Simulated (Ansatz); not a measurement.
What a tighter setting buys: kpoints.mp_grid.grid, BaTl₄ (C2/m, 10 atoms in the cell)

Cell: a = 6.7563 Å, b = 6.7563 Å, c = 10.3830 Å, α = 113.74°, β = 113.74°, γ = 46.66°.

Level of theory: PBEsol, default PAW files made with PBE (plane waves; Ansatz, a first-principles code).

Base settings: basis.ecutwfc = 420 eV; kpoints.mp_grid.grid = 7 7 4; hamiltonian.xc = pbesol; hamiltonian.pseudopotentials = {kind: paw} (the program's default PAW files); scf.occupations.method = cold; scf.occupations.width = 0.1 eV.

Misses are taken against the tightest run, 11 11 6, which need not be fully converged itself. The energy is the free energy per atom.

The count of work is k-points × plane waves × bands × iterations; it is no time, and leaves out set-up, grids and terms that scale otherwise. Core times come from one kind of shared machine and are given to one figure; runs under 30 s give none.

The starting cell comes from a database of published, mostly measured structures (it also holds non-ambient and calculated ones), without a prior relaxation at this level. Ansatz's pressure includes its estimate of the finite-basis (Pulay) stress.

The runs (kpoints.mp_grid.grid): 1 1 1 | 2 2 1 | 3 3 2 | 4 4 2 | 5 5 3 | 6 6 3 | 7 7 4 | 8 8 4 | 9 9 5 | 11 11 6.

Question: Which is the coarsest setting among those run that, with all tighter ones, holds the energy within 20 meV/atom of the reference, and what does it save?

Answer: 2 2 1, off by 6.4 meV/atom; it needs 0.017 of the reference's count of work.

Question: Which is the coarsest setting among those run that, with all tighter ones, holds the energy within 1 meV/atom of the reference, and what does it save?

Answer: 8 8 4, off by 0.31 meV/atom; it needs 0.38 of the reference's count of work and about 0.5 of the reference's time. The coarser 3 3 2 also lies inside, but a setting between leaves the range again, so that is luck.

Question: For at most 0.05 times the reference's count of work, which run misses the energy least?

Answer: 3 3 2, with a miss of 0.41 meV/atom at a count of 0.039.

Question: What does the step from 5 5 3 to 8 8 4 buy?

Answer: It takes the miss in the energy from 2.7 to 0.31 meV/atom, for 3.2 times the count of work and roughly 2 times the time.

```csv
kpoints.mp_grid.grid,energy less reference (meV/atom),pressure less reference (GPa),largest difference in the force on any atom (eV/Å),count of work / reference,core time / reference (rough)
1 1 1,319.88,1.11,1.116,0.0063,–
2 2 1,6.38,0.05,0.429,0.017,–
3 3 2,-0.41,-0.04,0.133,0.039,–
4 4 2,-0.18,0.03,0.146,0.069,–
5 5 3,2.71,0.00,0.064,0.12,0.2
6 6 3,1.96,0.01,0.026,0.17,0.2
7 7 4,1.11,0.00,0.032,0.29,0.3
8 8 4,0.31,-0.04,0.029,0.38,0.5
9 9 5,0.30,-0.02,0.018,0.56,0.6
11 11 6,0.00,0.00,0.000,1.0,1
```

Left out of this page: 2 runs of the series stopped by limits of time or memory.

Keys are those of Ansatz 0.2.
